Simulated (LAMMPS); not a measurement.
Pressure dependence of TiO2 (rutile) at 1260 K, from the crystal.

Level of theory: classical MD, Buckingham potential of Matsui and Akaogi, Mol. Simul. 6, 239 (1991), as tabulated by Reinhardt, J. Chem. Phys. 151, 064505 (2019), used with rigid ions (no shells), PPPM sums, short-range terms cut at 10 Å, modified for these runs by an r^-4 repulsive force inside the short-range force's maximum, run in LAMMPS.

```csv
P (GPa),state,volume,coordination number of O by Ti
0,crystal; no diffusion seen in 21 ps,10.446 ± 0.001 Å³/atom,3.00 (counted to 2.62 Å)
2,crystal; no diffusion seen in 21 ps,10.3417 ± 0.0008 Å³/atom,3.00 (counted to 2.66 Å)
5,crystal; no diffusion seen in 21 ps,10.197 ± 0.002 Å³/atom,3.00 (counted to 2.58 Å)
```

Caution: a run this short can hold a crystal over, or a liquid under, the potential's own melting point, which these runs don't give.

Estimate the isothermal bulk modulus at zero pressure. A parabola P(ln V) through the three points gives −dP/d ln V = 190 GPa at zero pressure.

States go by the mean squared displacement: a species diffuses where it passes 1.5 Å², still rises and gives D over 1e-6 cm²/s; a crystal has left its structure where atoms lie 0.35 Å off their sites on average or a cubic box changes its shape by 3 %, or the axial ratios of another lie 8 % off the starting cell's, which the potential's own relaxation can also do.

Uncertainties are statistical and leave out the potential's own error.
